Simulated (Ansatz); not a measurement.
The reference is GaSb in the zinc blende structure (space group F-43m, No. 216; a = 6.132 Å). Axes: x, y, z lie along the cube axes.

Method: r2SCAN (Ansatz, a program for electronic structure; PAW; 500 eV plane waves; without spin-orbit coupling).

A first run, uniaxial strain ε_yy = −0.82 %, gives secant values C11 ≈ 87 GPa and C12 ≈ 38 GPa from its stress. A second run applies isotropic strain −1.57 %.

Task: What does linear elasticity predict for the bulk modulus −ΔP/(ΔV/V₀) in the second run, and what does the run give?

Result: Linear elasticity: (C11 + 2 C12)/3 = 54 GPa. The run gives 61 GPa; any difference comes from nonlinear terms at these strains and numerical noise.

No phonon test of stability was made.
